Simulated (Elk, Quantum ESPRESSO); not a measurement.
An Elk input for a self-consistent single point of MnO (Fm-3m, 4 atoms in the cell) (DFT, PBE, all-electron FP-LAPW, Elk's shipped species files, APW+lo basis with extra local orbitals):

```
tasks
  0

xctype
  20

spinpol
  .true.

reducebf
  0.7

tforce
  .true.

rgkmax
  8.0

gmaxvr
  18.0

lmaxapw
  10

lmaxo
  8

nxlo
  2

lorbcnd
  .true.

lradstp
  2

nrmtscf
  2.0

rmtscf
  0.92

lmaxi
  4

nempty
  8

swidth
  0.000367493

maxscl
  100

scale
  1.889726125

avec
    4.3734000000    2.1867000000    2.1867000000
    2.1867000000    4.3734000000    2.1867000000
    2.1867000000    2.1867000000    4.3734000000

sppath
  'species/'

atoms
  2
  'Mn.in'
  2
  0.0000000000  0.0000000000  0.0000000000    0.0 0.0 -2.5
  0.5000000000  0.5000000000  0.5000000000    0.0 0.0 2.5
  'O.in'
  2
  0.2500000000  0.2500000000  0.2500000000    0.0 0.0 0.0
  0.7500000000  0.7500000000  0.7500000000    0.0 0.0 0.0

ngridk
  7 7 7
```

Task: Give the Quantum ESPRESSO input for the same structure, mesh, smearing and functional.

Result: One input that does it (others would too):

```fortran
&CONTROL
 calculation = 'scf'
 prefix = 'MnO'
 outdir = './out'
 pseudo_dir = './'
 tprnfor = .true.
 tstress = .true.
/
&SYSTEM
 ibrav = 0
 nat = 4
 ntyp = 3
 ecutwfc = 55
 ecutrho = 440
 occupations = 'smearing'
 smearing = 'fermi-dirac'
 degauss = 0.000734986
 nspin = 2
 starting_magnetization(1) = 0.333
 starting_magnetization(2) = -0.333
/
&ELECTRONS
 conv_thr = 1.0d-9
 mixing_beta = 0.3
/
ATOMIC_SPECIES
Mn1   54.9380  mn_pbe_v1.5.uspp.F.UPF
Mn2   54.9380  mn_pbe_v1.5.uspp.F.UPF
O     15.9990  O.pbe-n-kjpaw_psl.0.1.UPF
CELL_PARAMETERS {angstrom}
   4.3734000000     2.1867000000     2.1867000000
   2.1867000000     4.3734000000     2.1867000000
   2.1867000000     2.1867000000     4.3734000000
ATOMIC_POSITIONS {angstrom}
Mn1   0.0000000000    0.0000000000    0.0000000000
Mn2   4.3734000000    4.3734000000    4.3734000000
O     2.1867000000    2.1867000000    2.1867000000
O     6.5601000000    6.5601000000    6.5601000000
K_POINTS {automatic}
7 7 7  0 0 0
```

Basis settings and potentials, where a program has them, do not carry over. This input uses DFT, PBE, plane waves, SSSP 1.1.2 efficiency (PBE) pseudopotentials. Both were run: gap on the mesh 1.063 eV in Elk and 1.035 in Quantum ESPRESSO; size of the net moment 0.00 μB/atom in Elk and 0.00 in Quantum ESPRESSO.

On Quantum ESPRESSO: the starting cell has typed, rounded lattice constants, without a prior relaxation at this level. Its lattice was rescaled by a random factor within 2.5 % of one. The magnetic order is the one reached from the typed start; others were not searched systematically. With a pressure of about 7 GPa the cell is away from its equilibrium volume at this level.

On Elk: the starting cell has typed, rounded lattice constants, without a prior relaxation at this level. Its lattice was rescaled by a random factor within 2.5 % of one. The magnetic order is the one reached from the typed start; others were not searched systematically. Values depend on the basis (sphere radii, cutoffs, local orbitals), which need not be converged.
